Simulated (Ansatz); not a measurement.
GaN: response to strain

The parent structure is GaN in the zinc blende structure (space group F-43m, No. 216).

```yaml
crystal:
  lattice:
    - [0.00000, 2.22769, 2.22769]
    - [2.22769, 0.00000, 2.22769]
    - [2.22769, 2.22769, 0.00000]
  atoms:
    - { symbol: Ga, position: [0.00000, 0.00000, 0.00000] }
    - { symbol: N, position: [0.25000, 0.25000, 0.25000] }
```

Cartesian axes are those of the cell as printed.

Strains are applied to the cell and any free atomic positions relax.

Method: Ansatz (a program for electronic structure) LDA, scalar-relativistic without spin-orbit coupling.

Candidates:
(a) tensor shear ε_xy = +1.43 %
(b) tensor shear ε_xy = +2.00 %
(c) tensor shear ε_xy = +0.29 %
(d) tensor shear ε_xy = +0.57 %

For the base:

- Band gap: 1.96 eV

Q: Order them by band gap, lowest first.

A: (b) tensor shear ε_xy = +2.00 % (1.78 eV), (a) tensor shear ε_xy = +1.43 % (1.84 eV), (d) tensor shear ε_xy = +0.57 % (1.91 eV), (c) tensor shear ε_xy = +0.29 % (1.93 eV)

Stability against distortions was not tested. This is not the structure that GaN has at room temperature and ambient pressure.
